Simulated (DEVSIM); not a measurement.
Structure: abrupt GaSb p-n junction, at 350 K.

Layer 1 from the left is GaSb, thickness (μm) 1.30, Na (cm⁻³) 2e15, τn (s) 2.4e-8, τp (s) 2.4e-8. Layer 2 from the left is GaSb, thickness (μm) 0.380, Nd (cm⁻³) 1.6e14, τn (s) 2.4e-8, τp (s) 2.4e-8.

Left contact: ohmic. Right contact: ohmic. Voltage is applied to the left contact. Recombination: SRH at mid-gap, radiative, Auger. Mobility is constant in doping.

This is a model device: material constants are rounded textbook-type values typed into the input, and sizes, dopings and lifetimes were drawn at random. Values at 300 K; Nc and Nv go as T^1.5, mobilities as T to minus their exponent, the gap by Varshni's rule with the affinity fixed.

GaSb: gap (eV) 0.726, affinity (eV) 4.06, permittivity 15.7, Nc (cm⁻³) 2.1e17, Nv (cm⁻³) 1.8e19, μn (cm²/Vs) 5000, μp (cm²/Vs) 850, T exponent of μn 2, T exponent of μp 1.7, B (cm³/s) 1e-10, Cn (cm⁶/s) 5e-30, Cp (cm⁶/s) 5e-30, Varshni α (eV/K) 0.00042, Varshni β (K) 140.

Simulated with DEVSIM: 1D drift-diffusion, Boltzmann statistics, complete ionisation; no tunnelling, impact ionisation, image-force lowering or self-heating.

Question: What does the simulation give for the potential step across the device at zero bias, the dark forward voltage at 100 A/cm²?

Answer: potential step across the device at zero bias 0.202 V; dark forward voltage at 100 A/cm² 0.237 V.
